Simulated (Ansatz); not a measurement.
## A computed series for Hf: response to strain

Base system: Hf in the hcp (Mg type) structure (space group P6_3/mmc, No. 194; relaxed with 0.1 eV smearing).

```xyz
2
Lattice="3.1983 0.0000 0.0000 -1.5991 2.7698 0.0000 0.0000 0.0000 5.0488" Properties=species:S:1:pos:R:3 pbc="T T T"
Hf     1.5991     0.9233     3.7866
Hf     0.0000     1.8465     1.2622
```

Cartesian axes are those of the cell as printed.

Strains are applied to the cell and any free atomic positions relax; under biaxial strain the out-of-plane vector relaxes too.

All numbers come from r2SCAN, PAW, 500 eV (Ansatz, an electronic-structure program; without spin-orbit coupling).

Notes on the quantities. pressure: mean of the normal stresses, compression positive.

```csv
variant,pressure,volume per atom
base,0.0 GPa,22.36 Å³
"biaxial strain −3.00 %, plane normal [001], relaxed out of plane",4.8 GPa,21.46 Å³
"biaxial strain −2.50 %, plane normal [001], relaxed out of plane",4.0 GPa,21.61 Å³
"biaxial strain −2.00 %, plane normal [001], relaxed out of plane",3.1 GPa,21.76 Å³
"biaxial strain −1.50 %, plane normal [001], relaxed out of plane",2.3 GPa,21.91 Å³
"biaxial strain −1.00 %, plane normal [001], relaxed out of plane",1.5 GPa,22.06 Å³
"biaxial strain −0.50 %, plane normal [001], relaxed out of plane",0.8 GPa,22.21 Å³
```

Whether these cells are dynamically stable was not tested. The final runs are not spin-polarised.
